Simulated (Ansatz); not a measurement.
Se with two functionals, uniaxial strain ε_zz = +1.90 %

Take Se (space group P3_121, No. 152; a = 4.5345 Å, c = 5.0415 Å; made of chains) as the base. Axes: x lies along a and z along c of the hexagonal cell.

(Cell as relaxed with PBE.)

Levels (all Ansatz, an electronic-structure program, PAW): PBE (420 eV, no spin-orbit coupling); r2SCAN (500 eV, without spin-orbit coupling).

Each level relaxes its own structure.

| base | PBE | r2SCAN |
|---|---|---|
| volume per atom | 29.92 Å³ | 29.25 Å³ |
| lattice parameter a | 4.535 Å | 4.506 Å |
| band gap | 1.04 eV | 1.33 eV |

One thing is altered: the cell is stretched by 1.90 % along z with no lateral relaxation, atoms relaxed at fixed cell.

```csv
quantity,PBE,r2SCAN
energy relative to the base (free energy F),+2.3 meV/atom,[?]
band gap,0.89 eV,[?]
"pressure (mean of the normal stresses, compression positive)",-0.55 GPa,[?]
```

**Question.** Predict the r2SCAN column.

**Answer.** 
- energy relative to the base (free energy F), r2SCAN: +2.6 meV/atom
- band gap, r2SCAN: 1.16 eV
- pressure (mean of the normal stresses, compression positive), r2SCAN: -0.66 GPa

PBE's band gap lies 0.262 eV below r2SCAN's; PBE's pressure lies 0.11 GPa above r2SCAN's. Neither level is exact; r2SCAN is the comparison here, not a measurement.

Stability against distortions was not tested. No dispersion term is included, though the crystal is made of layers, chains or molecules, so its spacings can come out too wide.
